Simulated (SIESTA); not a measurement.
Input and output of a self-consistent single point for TlIO3 (R3m, 5 atoms in the cell) (SIESTA).

Method of the run: GGA PBEsol, numerical atomic orbitals DZP, PseudoDojo PBEsol standard norm-conserving potentials (rewritten from UPF to PSML) (SIESTA).

```
TlIO3
1.0
    3.16025     1.82457     2.66340
   -3.16025     1.82457     2.66340
    0.00000    -3.64914     2.66340
Tl I O
1 1 3
Cartesian
  0.00000   0.00000   0.11992
  0.00000   0.00000   4.00996
  1.39490   0.80535   4.86619
 -1.39490   0.80535   4.86619
  0.00000  -1.61069   4.86619
```

Reference input (self-consistent single point, DFT, GGA PBEsol, numerical atomic orbitals DZP, PseudoDojo PBEsol standard norm-conserving potentials (rewritten from UPF to PSML)): XC.functional = GGA; XC.authors = PBEsol; potentials = PseudoDojo PBEsol standard; PAO.BasisSize = DZP; PAO.EnergyShift = 0.005 Ry; MeshCutoff = 400 Ry; kgrid.MonkhorstPack = 3 3 3; OccupationFunction = FD; ElectronicTemperature = 0.02 eV; MaxSCFIterations = 150; SCF.Mixer.Method = Pulay; SCF.Mixer.Weight = 0.1. This run's input differs from it in these lines:

```diff
@@ -43,3 +43,6 @@
 SCF.Mixer.History            8
-SCF.DM.Tolerance             1.0E-05
+SCF.DM.Converge              false
+SCF.H.Converge               false
+SCF.FreeE.Converge           true
+SCF.FreeE.Tolerance          1.0E-01 eV
 Diag.ParallelOverK           true
```

Output, abridged:

```
        iscf     Eharris(eV)        E_KS(eV)     FreeEng(eV)     dDmax    Ef(eV) dHmax(eV)
   scf:    1    -3306.596981    -3333.925242    -3333.925242  1.493696 -3.262696  8.823974
   scf:    2    -3342.378705    -3338.417023    -3338.417023  0.078707 -3.010506  5.911454
   scf:    3    -3344.384524    -3342.919172    -3342.919172  0.142181 -2.708506  1.600180
   scf:    4    -3342.295964    -3342.739423    -3342.739423  0.101652 -3.232708  1.709454
   scf:    5    -3343.166852    -3343.054070    -3343.054070  0.035756 -3.206002  0.260123
   scf:    6    -3342.902988    -3343.002028    -3343.002028  0.018828 -3.140287  0.813539
SCF Convergence by FreeE criterion
|FreeE_i-FreeE_(i-1)| (eV) <     0.10000000
max |DM_out - DM_in|         :     0.0188279599
max |H_out - H_in|      (eV) :     0.8135389183
SCF cycle converged after 6 iterations

Using DM_out to compute the final energy and forces

siesta: E_KS(eV) =            -3343.0020

siesta: E_KS - E_eggbox =     -3343.0020

siesta: Atomic forces (eV/Ang):
     1    0.000000    0.000000   -0.006521
     2    0.000000   -0.000011   -2.671359
     3    1.945206    1.123065    0.892908
     4   -1.945206    1.123065    0.892908
     5    0.000000   -2.246120    0.892901
   Tot    0.000000   -0.000000    0.000836
   Max    2.671359
   Res    1.282271    sqrt( Sum f_i^2 / 3N )
   Max    2.671359    constrained

   [... lines left out ...]
siesta: FreeEng =     -3343.002028
siesta: Cell volume =         92.144403 Ang**3
siesta:          52.07655238        -24.27068018  kBar
   [... lines left out ...]
   5  6.465   1.841  -0.014   1.298   1.698   1.842   0.047  -0.120  -0.163
              0.005   0.012   0.005   0.003   0.009

mulliken: Qtot =       38.000

Mulliken Atomic Populations:
Atom #   charge [q] valence [e]  Species
     1    -0.038774   13.038774  Tl
     2     1.435047    5.564953  I
     3    -0.465425    6.465425  O
     4    -0.465425    6.465425  O
     5    -0.465424    6.465424  O
 Total    -0.000000
```

The run converged in 6 iterations. Against the reference run the free energy goes up by 11.3 meV/atom, the pressure goes from 4.29 to 5.21 GPa, the largest force goes from 2.446 to 2.671 eV/Å and the gap on the mesh goes from 3.730 to 3.651 eV.

The starting cell comes from a database of computed structures (which also holds hypothetical and non-ambient phases and stackings), without a prior relaxation at this level. Its lattice was rescaled by up to half a per cent. One atom was moved a little off its site on purpose. Spin-orbit coupling is off. Values carry the incompleteness of an atom-centred basis. With a pressure of about 5 GPa the cell is away from its equilibrium volume at this level. Forces in this geometry exceed 1 eV/Å.
